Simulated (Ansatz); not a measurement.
Consider GaN in the wurtzite structure (space group P6_3mc, No. 186; a = 3.2184 Å, c = 5.2432 Å). Axes: x lies along a and z along c of the hexagonal cell.

The values are results of Ansatz (a quantum-chemistry and plane-wave program) PBE, no spin-orbit coupling, not measurements.

Strains are applied to the cell and any free atomic positions relax; under biaxial strain the out-of-plane vector relaxes too.

One change was made to it. Results:

The shortest interatomic distance goes up by 0.008 Å (1.967 Å → 1.975 Å); the pressure (mean of the normal stresses, compression positive) goes from zero to -1.56 GPa.

Q: Which change produced these results?
(A) biaxial strain +3.00 %, plane normal [001], relaxed out of plane
(B) biaxial strain +2.40 %, plane normal [001], relaxed out of plane
(C) biaxial strain +1.20 %, plane normal [001], relaxed out of plane
(D) biaxial strain +0.60 %, plane normal [001], relaxed out of plane

A: D, biaxial strain +0.60 %, plane normal [001], relaxed out of plane. For comparison, the pressure in the other runs: biaxial strain +1.20 %, plane normal [001], relaxed out of plane gives -3.05 GPa; biaxial strain +3.00 %, plane normal [001], relaxed out of plane gives -7.07 GPa; biaxial strain +2.40 %, plane normal [001], relaxed out of plane gives -5.80 GPa.

No phonon test of stability was made.
